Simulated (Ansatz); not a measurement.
CsCl-type RbCl (model structure), treated with HSE06 (plane waves, PAW; Ansatz, a program for electronic structure).

Settings: plane-wave cutoff 500 eV, 6×6×6 k mesh, gaussian smearing 0.02 eV, scalar-relativistic PAW data made under PBE.

Cell (relaxed at this level):

Space group Pm-3m (No. 221); a = b = c = 3.9695 Å, α = β = γ = 90.00°

| atom | site | symmetry | x | y | z |
|---|---|---|---|---|---|
| Rb | 1a | m-3m | 0.0000 | 0.0000 | 0.0000 |
| Cl | 1b | m-3m | 0.5000 | 0.5000 | 0.5000 |

**Question.** Predict the band gap.

**Answer.** 
band gap: 6.19 eV (on the SCF k mesh)

Note: the relaxation could raise the start's symmetry but not lower it, so the cell can be a saddle point.

Spin–orbit coupling is not included.

A model structure was made by putting elements into a prototype or built by hand; it is no filed structure, need not be a known phase, and can be a saddle point held by its symmetry.
